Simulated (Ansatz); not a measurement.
Density of states of Si (Fd-3m) below the valence band maximum, PBE with spin-orbit coupling, rigid bands (Ansatz, an electronic-structure program); cell volume 40.1 Å³.

(energy from edge (eV), 10⁻³ states/eV/cell): (0.006, 11.3); (0.031, 43.5); (0.056, 73.6); (0.081, 95.4); (0.106, 114); (0.131, 130); (0.156, 145); (0.181, 159); (0.206, 173); (0.231, 187); (0.256, 200); (0.281, 212); (0.319, 232); (0.344, 244); (0.369, 257); (0.394, 271); (0.419, 283); (0.444, 296); (0.469, 309); (0.494, 322); (0.519, 337); (0.544, 351); (0.569, 363); (0.594, 378)

### Question
What effective density of states at 300 K does this give (∫ g(E) exp(−E/k_BT) dE, both spins, divided by the cell's size)?

### Answer
2.2e19 cm⁻³, a density-of-states mass of 0.93 mₑ, valleys and band degeneracy included.

Geometry: cell and atoms relaxed with PBEsol.
